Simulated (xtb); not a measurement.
xtb 6.7.1, GFN1-xTB: Zr(NEtMe)(OSiH3)3 (CC[N](C)[Zr]([O][SiH3])([O][SiH3])[O][SiH3]), 28 atoms. The geometry is a generated start, not checked to be a minimum at this level.

```json
{
  "method": "GFN1-xTB",
  "--acc": "1 (default)",
  "--etemp (K)": "300 (default)",
  "detailed input (--input)": "none: ANC optimiser, Lindh (1995) Hessian, microcycle=20, maxdispl=1.0, hlow=0.01 (default)",
  "basis_functions": "102",
  "valence_electrons": "68"
}
```

```xyz
28

Zr     0.3699    -0.4717    -0.5488
N     -0.2939     0.5212     1.0633
C     -0.9763    -0.4869     1.8788
C      0.8994     1.0404     1.7367
C      0.5548     1.9715     2.9111
H     -1.4564    -0.0282     2.7567
H     -0.2749    -1.2747     2.2389
H     -1.7655    -0.9576     1.2683
H      1.5423     0.2055     2.1168
H      1.4692     1.6256     0.9905
H      0.1148     1.4133     3.7338
H      1.4503     2.4693     3.2735
H     -0.1571     2.7211     2.5733
O     -1.2416    -0.8258    -1.5126
Si    -2.5648    -0.0478    -1.9429
H     -3.4065     0.2168    -0.7504
H     -3.3175    -0.9084    -2.8724
H     -2.2372     1.2355    -2.6078
O      1.2025    -2.0507     0.2075
Si     0.9903    -3.3021    -0.7629
H     -0.3272    -3.9388    -0.5015
H      2.0579    -4.2820    -0.5187
H      1.0592    -2.8243    -2.1997
O      1.7383     0.6030    -1.3829
Si     1.2477     1.6070    -2.5237
H      0.6378     0.8548    -3.6597
H      2.4217     2.3426    -3.0127
H      0.2628     2.5714    -1.9522
```

Charge 0 and multiplicity 1 are set for this test and not shown to be the ground state.

The structure is relaxed from this start with --opt LEVEL for the levels crude, sloppy, loose, lax, normal, tight, vtight, extreme, once each. Up to the end of the extreme run atoms move by at most 1.8 Å along an axis.

**Question.** Which level is enough to come within 1 meV of the tightest end point?

**Answer.** tight: 107 cycles against 127, ending 0.085 meV above.

```csv
level,cycles,energy above the extreme run (meV),gradient norm (eV/Å)
crude,4,110,0.26
sloppy,22,31,0.10
loose,24,29,0.14
lax,33,19,0.085
normal,65,7.4,0.027
tight,107,0.085,0.0042
vtight,115,0.014,0.0067
extreme,127,—,0.0024
```
